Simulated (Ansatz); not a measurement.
**SrTiO3: pressure series**

The reference is SrTiO$_{3}$ in the cubic perovskite structure (space group Pm-3m, No. 221; a = 3.891 Å).

Cell and atoms are relaxed at each pressure.

Calculations: Ansatz (an electronic-structure program) PBEsol, no spin-orbit coupling.

```json
[
 {"change": "base", "density": "5.17 g/cm³", "band gap": "1.85 eV", "smallest direct gap": "2.19 eV"},
 {"change": "pressure −2 GPa", "density": "(withheld)", "band gap": "(withheld)", "smallest direct gap": "(withheld)"},
 {"change": "pressure −1 GPa", "density": "5.14 g/cm³", "band gap": "1.84 eV", "smallest direct gap": "2.19 eV"},
 {"change": "pressure 0.3 GPa", "density": "5.18 g/cm³", "band gap": "1.85 eV", "smallest direct gap": "2.20 eV"},
 {"change": "pressure 0.7 GPa", "density": "5.19 g/cm³", "band gap": "1.86 eV", "smallest direct gap": "2.20 eV"},
 {"change": "pressure 1.5 GPa", "density": "5.21 g/cm³", "band gap": "1.87 eV", "smallest direct gap": "2.20 eV"},
 {"change": "pressure 3 GPa", "density": "5.25 g/cm³", "band gap": "1.88 eV", "smallest direct gap": "2.21 eV"},
 {"change": "pressure 5 GPa", "density": "5.30 g/cm³", "band gap": "1.90 eV", "smallest direct gap": "2.22 eV"},
 {"change": "pressure 7.5 GPa", "density": "5.37 g/cm³", "band gap": "1.92 eV", "smallest direct gap": "2.23 eV"},
 {"change": "pressure 10 GPa", "density": "5.43 g/cm³", "band gap": "1.94 eV", "smallest direct gap": "2.24 eV"}
]
```

**Question.** What belongs in the blanks?

**Answer.** 
- pressure −2 GPa, density: 5.12 g/cm³
- pressure −2 GPa, band gap: 1.83 eV
- pressure −2 GPa, smallest direct gap: 2.18 eV

Load acts through the strain it causes; cell and atoms are relaxed under it. Whether these cells are dynamically stable was not tested. Competing high-pressure phases were not computed. All final runs are without spin polarisation. Many cubic perovskites are stable only at high temperature; tilts and polar distortions were not tested.
